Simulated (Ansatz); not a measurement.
# Al: pressure −1 GPa

Take Al in the fcc (Cu type) structure (space group Fm-3m, No. 225; a = 3.9907 Å) as the base.

Perturbation: a negative pressure, −1 GPa.

Level of theory: r2SCAN (Ansatz, a quantum-chemistry and plane-wave program; PAW; 500 eV plane waves; no SOC), earlier PAW set. Settings: 20×20×20 k-points, 0.05 eV Fermi–Dirac smearing.

The volume per atom increases by 0.18 Å³, from 15.89 Å³ to 16.07 Å³ and the density falls by 0.03 g/cm³ (2.82 g/cm³ → 2.79 g/cm³). The lattice parameter a rises by 0.0147 Å (3.991 Å → 4.005 Å) and the shortest interatomic distance grows by 0.010 Å (2.822 Å → 2.832 Å). The band gap stays zero.

Load acts through the strain it causes; cell and atoms are relaxed under it. Stability against distortions was not tested.
